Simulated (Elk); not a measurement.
Elk run on ScIn3 (Pm-3m, 4 atoms in the cell): self-consistent single point.

Computed with Elk with LDA (PW92), all-electron FP-LAPW, Elk's shipped species files, APW+lo basis with extra local orbitals.

```
CELL_PARAMETERS angstrom
      4.49569     0.00000     0.00000
      0.00000     4.49569     0.00000
      0.00000     0.00000     4.49569
ATOMIC_POSITIONS crystal
  Sc 0.00000 0.00000 0.00000
  In 0.00000 0.50000 0.50000
  In 0.50000 0.00000 0.50000
  In 0.50000 0.50000 0.00000
```

Reference input (self-consistent single point, DFT, PBEsol, all-electron FP-LAPW, Elk's shipped species files, APW+lo basis with extra local orbitals): xctype = 22; rgkmax = 8; swidth = 0.00367493 Ha; ngridk = 6 6 6; tforce = true; gmaxvr = 18 1/bohr; lmaxapw = 10; lmaxo = 8; nxlo = 2; lorbcnd = true; lradstp = 2; nrmtscf = 2. This run's input differs from it in these lines:

```diff
@@ -2,5 +2,2 @@
   0
-
-xctype
-  22
```

Output, abridged:

```
│ Self-consistent loop started │
│ Loop number : 1 │
 total energy                :     -18398.2723045
│ Loop number : 2 │
 total energy                :     -18398.5185714
RMS change in Kohn-Sham potential (target) :   0.5583931241E-01 (  0.1000000000E-05)
Absolute change in total energy (target)   :   0.2462669438     (  0.1000000000E-03)
│ Loop number : 3 │
 total energy                :     -18399.5840533
RMS change in Kohn-Sham potential (target) :   0.4728462890E-01 (  0.1000000000E-05)
Absolute change in total energy (target)   :    1.127048586     (  0.1000000000E-03)
│ Loop number : 4 │
   [... lines left out ...]
Absolute change in total energy (target)   :   0.9288211113E-03 (  0.1000000000E-03)
│ Loop number : 14 │
 total energy                :     -18396.8490851
RMS change in Kohn-Sham potential (target) :   0.2611715169E-06 (  0.1000000000E-05)
Absolute change in total energy (target)   :   0.2084784428E-03 (  0.1000000000E-03)
│ Loop number : 15 │
 total energy                :     -18396.8490549
RMS change in Kohn-Sham potential (target) :   0.4651487761E-07 (  0.1000000000E-05)
Absolute change in total energy (target)   :   0.2197462891E-04 (  0.1000000000E-03)
Convergence targets achieved

│ Loop number : 16 │

Energies :
 Fermi                       :     0.265610495837
 total energy                :     -18396.8490396

Density of states at Fermi energy :    40.96137145
 (states/Hartree/unit cell)

Estimated indirect band gap :   0.6983016917E-02
 from k-point      8 to k-point      8
Estimated direct band gap   :   0.6983016917E-02
 at k-point      8

Charges :
 core                        :    100.0000000
 valence                     :    68.00000000
 interstitial                :    6.562534446
 muffin-tins (core leakage)
  species :    1 (Sc)
   atom    1                 :    19.11041359     (  0.3496307244E-08)
  species :    2 (In)
   atom    1                 :    47.44235066     (  0.1328936904E-03)
   atom    2                 :    47.44235066     (  0.1328936904E-03)
   [... lines left out ...]
   total force               :     0.00000000    0.00000000    0.00000000
   total magnitude           :     0.00000000
  atom :    3
   Hellmann-Feynman          :     0.00000000    0.00000000    0.00000000
   IBS                       :    -0.00000000    0.00000000    0.00000000
   total force               :    -0.00000000    0.00000000    0.00000000
   total magnitude           :     0.00000000
```

The run converged in 16 iterations. The count includes the last loop, which Elk runs after its targets are met. 

The starting cell comes from a database of computed structures (which also holds hypothetical and non-ambient phases and stackings), without a prior relaxation at this level. Values depend on the basis (sphere radii, cutoffs, local orbitals), which need not be converged. The log's line on a gap gives a spacing of levels on this mesh, which the program prints for metals too.
